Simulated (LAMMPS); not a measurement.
LAMMPS 22 Jul 2025, classical MD, MEAM (library.meam): Si, 32768 atoms.

```text
units metal
atom_style atomic
read_data unit.data
replicate 16 16 16
pair_style meam
pair_coeff * * library.meam Si NULL Si
velocity all create 1600 4928 dist gaussian loop geom
fix 1 all nve
fix 2 all langevin 800 800 0.04 9876 zero yes
timestep 0.001
thermo 100
run 300
reset_timestep 0
write_restart start.rst
```

```text
read_restart start.rst
pair_style meam
pair_coeff * * library.meam Si NULL Si
neighbor 2.0 bin
neigh_modify every 1 delay 0 check no
fix 1 all nve
timestep 0.001
thermo_style custom step temp pe etotal press
thermo_modify format float %.10g
thermo 100
group probe id 1:48
dump probe probe custom 1000000 forces.txt id fx fy fz
dump_modify probe sort id format float %.8g
run 300
```

```bash
# ahead of the timed run: OMP_NUM_THREADS=1 mpirun -np 48 lmp -in in.warm -log none -nocite
OMP_NUM_THREADS=1 mpirun -np 32 lmp -in in.lmp -log log.lammps -nocite
```

It runs on a single node (Arm Neoverse V2, 96 cores on 1 socket, no SMT, 1 L3 cache group).

On 32 ranks this takes 1.4 s. Times are wall-clock medians of two to five runs, from launch to exit, with nothing else on the machine. Unless noted, each process is bound to its own block of adjacent cores. Build: PyPI wheel: MPICH, OPENMP and OPT packages. Other compilers and libraries give other times. Scratch files lie in a memory file system. A preparatory run goes ahead and isn't timed.

Speed this job up; the result has to stay within 1.0 meV/atom in energy, 10 meV/Å in forces on 48 atoms, 0.20 meV an atom in drift of the total energy. Keep to 32 cores.

Several could match; the one computed here: going from neigh_modify = every 1 delay 0 check no to neigh_modify = every 10 delay 0 check yes, one of the fastest of the measured ones that keep the result.

```diff
-neigh_modify every 1 delay 0 check no
+neigh_modify every 10 delay 0 check yes
```

Time: 1.4 s to 0.86 s (1.7× as fast). List entries an atom go from 43 to 43, Neigh from 0.5 to 0 s and Pair from 0.72 to 0.66 s. Neighbour list builds go from 300 to 0. These two results differ by: energy equal as printed, forces on 48 atoms equal as printed, drift of the total energy equal as printed. Others tried: neigh_modify = every 1 delay 10 check yes (0.86 s); neigh_modify = every 1 delay 0 check yes (0.86 s).
